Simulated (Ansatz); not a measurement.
## Band gap of GaCl3 (C2/m, No. 12, 8 atoms in the cell; start COD 8103997) at several levels of theory

No measured value is used here.

```json
[
 {"level (code)": "PBEsol+SOC (Ansatz)", "value (eV)": "4.17"},
 {"level (code)": "dielectric-dependent PBEsol hybrid (Ansatz)", "value (eV)": "7.48"},
 {"level (code)": "HSE06+SOC (Ansatz)", "value (eV)": "5.76 (direct)"},
 {"level (code)": "PBE0 (Ansatz)", "value (eV)": "6.52"}
]
```

Computed values are for a static lattice. Spin–orbit coupling is included only where a level's name says +SOC; with heavier elements it mostly lowers gaps and can invert bands.  Values are at a fixed cell, not relaxed at this level and not confirmed as the measured one. Cutoffs and k meshes differ between the levels. Ansatz's density-functional and Hartree–Fock values are scalar-relativistic unless marked +SOC, with PAW data made under PBE.

Ansatz is an electronic-structure program.
